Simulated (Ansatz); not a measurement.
The structure below was relaxed with plane-wave PAW DFT at the r2SCAN level (Ansatz, a program for electronic structure, 500 eV), no spin-orbit coupling, at pressure 9 GPa.

```xyz
2
Lattice="0.0000 2.8527 2.8527 2.8527 0.0000 2.8527 2.8527 2.8527 0.0000" Properties=species:S:1:pos:R:3 pbc="T T T"
P      1.4264     1.4264     1.4264
In     0.0000     0.0000     0.0000
```

Question: Find the space group and the Wyckoff positions.

Answer: Space group F-43m (No. 216); a = b = c = 5.7055 Å, α = β = γ = 90.00°

```csv
atom,site,symmetry,x,y,z
P,4d,-43m,0.7500,0.7500,0.7500
In,4a,-43m,0.0000,0.0000,0.0000
```

Question: Describe the coordination.

Answer: The crystal has 8 atoms in its conventional cell. Cell: a = b = c = 5.705 Å, α = β = γ = 90.00°. P sees 4 In at 2.471 Å (tetrahedral). In is surrounded by 4 P at 2.471 Å (tetrahedral). (Neighbours: up to the widest gap in distance over summed covalent radii, below 1.35, at either atom; cation-cation and far metal-metal contacts left out.)

Load acts through the strain it causes; cell and atoms are relaxed under it. Stability against distortions was not tested. Tetrahedral semiconductors of this kind turn to denser phases somewhere between about 1 and 50 GPa; those were not computed, so compressed cells here can lie past the real transition. The cell was made from InP in the zinc blende structure (space group F-43m, No. 216) by this change: pressure 9 GPa.
